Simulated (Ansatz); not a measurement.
Input:

End structure of a constructed model of the (111) surface of fcc Pd, a pseudomorphic layer of Mg in the host's stacking (bottom of the slab: a bare face, its two planes held):

```xyz
7
Lattice="2.7886 0.0000 0.0000 -1.3943 2.4150 0.0000 0.0000 0.0000 30.0000" Properties=species:S:1:pos:R:3 pbc="T T T"
Pd     0.0000     1.6100     8.0898
Pd     1.3943     0.8050    10.3666
Pd     0.0000     0.0000    12.6366
Pd     0.0000     1.6100    14.9143
Pd     1.3943     0.8050    17.2000
Pd     0.0000     0.0000    19.5332
Mg     0.0000     1.6100    21.6929
```

Model: 7-atom slab, 13.8 Å thick at the start, 15x15x1 mesh, Fermi-Dirac 0.1 eV, dipole correction, single point; on the structure that PBE left under its start's symmetry; no spin, no spin-orbit, no U. In PBE it lies 0.01 eV a 1x1 cell over the lowest computed structure of the same composition (a pseudomorphic layer of Mg in the other hollow).

Problem. What is the computed work function of the top face (Ansatz (a quantum-chemistry and plane-wave program) with r2SCAN, at the PBE geometry)?

Solution. 4.18 eV
